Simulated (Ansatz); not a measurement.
**Effect of Hg → Zn on HgS**

Base system: HgS in the zinc blende structure (space group F-43m, No. 216; a = 5.876 Å).

Now apply this change: every Hg is replaced by Zn, then cell and atoms are relaxed.

All numbers come from PBEsol, PAW, 420 eV (Ansatz, a first-principles code; no spin-orbit coupling), earlier PAW set. k-mesh 11×11×11 (Γ-centred); smearing 0.05 eV (Fermi–Dirac), for the changed cell.

| quantity | base | changed | shift |
|---|---|---|---|
| volume per atom | 25.36 Å³ | 19.21 Å³ | -6.15 Å³ |
| density | 7.62 g/cm³ | 4.21 g/cm³ | -3.41 g/cm³ |
| lattice parameter a | 5.876 Å | 5.357 Å | -0.519 Å |
| space group | F-43m (No. 216) | F-43m (No. 216) | – |
| shortest interatomic distance | 2.544 Å | 2.320 Å | -0.2248 Å |
| band gap | zero | 2.08 eV | – |
| electron mass | – | 0.17 mₑ (at Γ) | – |
| hole mass (degenerate bands, along [100]) | – | 0.18, 0.66, 0.66 mₑ (at Γ) | – |

Spin-orbit coupling, missing from the scalar runs, can matter with Hg. Masses are band curvatures over ±0.01 Å⁻¹ around the edge. Whether these cells are dynamically stable was not tested. All final runs are without spin polarisation. The zero or small gap of HgS can change with the level of theory.
